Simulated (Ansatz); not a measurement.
HgO: pressure series

Consider HgO (space group P3_121, No. 152; a = 3.615 Å, c = 8.744 Å; a cell from a computed database, its experimental status unchecked; made of chains).

Cell and atoms are relaxed at each pressure.

Level of theory: Ansatz (a program for electronic structure), PBEsol, PAW, cutoff 420 eV, no spin-orbit coupling, earlier PAW set.

| variant | width of the top valence band | band gap | density | c/a ratio | shortest interatomic distance |
|---|---|---|---|---|---|
| base | 0.59 eV | 1.44 eV | 10.90 g/cm³ | 2.419 | 2.028 Å |
| pressure −2 GPa | 0.53 eV | 1.67 eV | 9.92 g/cm³ | 2.373 | 2.014 Å |
| pressure 0.3 GPa | 0.59 eV | 1.41 eV | 11.00 g/cm³ | 2.423 | 2.029 Å |
| pressure 0.7 GPa | 0.59 eV | 1.38 eV | 11.13 g/cm³ | 2.427 | 2.031 Å |
| pressure 1.5 GPa | 0.61 eV | 1.32 eV | 11.35 g/cm³ | 2.435 | 2.035 Å |

With Hg present, leaving out spin-orbit coupling can change the band edges. Load acts through the strain it causes; cell and atoms are relaxed under it. Whether these cells are dynamically stable was not tested. No dispersion term is included in the PBEsol runs.
